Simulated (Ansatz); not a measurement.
**A computed series for ZrS2: pressure series**

Base system: ZrS$_{2}$ in the CdI2 type structure (space group P-3m1, No. 164; a = 3.635 Å, c = 5.720 Å; layered, stacked along the Cartesian z axis).

Cell and atoms are relaxed at each pressure.

Computed with PBE-D3(BJ) (Ansatz, an electronic-structure program), no spin-orbit coupling.

```json
[
 {"variant": "base", "gap character": "indirect, Γ → L", "density": "3.94 g/cm³", "band gap": "0.66 eV"},
 {"variant": "pressure −1 GPa", "gap character": "indirect, K–Γ (87 % along) → L", "density": "3.80 g/cm³", "band gap": "0.83 eV"},
 {"variant": "pressure 0.3 GPa", "gap character": "indirect, Γ → L", "density": "3.98 g/cm³", "band gap": "0.61 eV"},
 {"variant": "pressure 0.7 GPa", "gap character": "indirect, Γ → L", "density": "4.02 g/cm³", "band gap": "0.56 eV"},
 {"variant": "pressure 1.5 GPa", "gap character": "indirect, Γ → L", "density": "4.09 g/cm³", "band gap": "0.47 eV"},
 {"variant": "pressure 3 GPa", "gap character": "indirect, Γ → L", "density": "4.21 g/cm³", "band gap": "0.32 eV"},
 {"variant": "pressure 5 GPa", "gap character": "indirect, Γ → L", "density": "4.35 g/cm³", "band gap": "0.15 eV"},
 {"variant": "pressure 7.5 GPa", "gap character": "–", "density": "4.50 g/cm³", "band gap": "zero"},
 {"variant": "pressure 10 GPa", "gap character": "–", "density": "4.63 g/cm³", "band gap": "zero"}
]
```

A case with no gap was solved on a k-mesh chosen for an insulator, which is coarse for it. Load acts through the strain it causes; cell and atoms are relaxed under it. Whether these cells are dynamically stable was not tested. No other phases were tried under pressure. The final runs are not spin-polarised. A zero or small gap of ZrS2 under pressure 5 GPa, ZrS2 under pressure 7.5 GPa and ZrS2 under pressure 10 GPa can be the functional's error rather than a property of the material.
